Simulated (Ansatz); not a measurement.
MoSi2 (model structure, started from the AlB2 type, P6/mmm, No. 191, 3 atoms in the cell) was calculated with LDA (Ansatz, a quantum-chemistry and plane-wave program, PAW).

Run with plane-wave cutoff 520 eV, 18×18×12 k mesh (along the axes of the cell as run), Fermi–Dirac smearing 0.05 eV, no spin polarisation, scalar-relativistic PAW data made under PBE.

Cell (relaxed at this level):

```
CELL_PARAMETERS angstrom
      4.26408     0.00000     0.00000
     -2.13204     3.69280     0.00000
      0.00000     0.00000     2.55229
ATOMIC_POSITIONS crystal
  Mo 0.00000 0.00000 0.00000
  Si 0.33333 0.66667 0.50000
  Si 0.66667 0.33333 0.50000
```

Estimate the bulk modulus that the calculation returns.


bulk modulus: 192 GPa

Note: the run has no spin polarisation, so it can have missed a magnetic state; the bulk modulus is −V dP/dV from two relaxed cells at ±2 % in volume; the relaxation could raise the start's symmetry but not lower it, so the cell can be a saddle point.

Computed values are for the static lattice.

Computing time: about 5 core-minutes (a rough figure).

A model structure was made by putting elements into a prototype or built by hand; it is no filed structure, need not be a known phase, and can be a saddle point held by its symmetry.
